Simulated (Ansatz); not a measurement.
MgO (model structure, started from the PtS type, P4₂/mmc, No. 131, 4 atoms in the cell): volume per atom by level of theory

No measured value is used here.

```tsv
level (code)	value (Å³/atom)
PBE (Ansatz)	12.37
PBEsol (Ansatz)	12.05
PBE-D3(BJ) (Ansatz)	12.02
```

Ansatz's density-functional and Hartree–Fock values are scalar-relativistic unless marked +SOC, with PAW data made under PBE.

A model structure was made by putting elements into a prototype or built by hand; it is no filed structure, need not be a known phase, and can be a saddle point held by its symmetry.

Ansatz is a quantum-chemistry and plane-wave program.
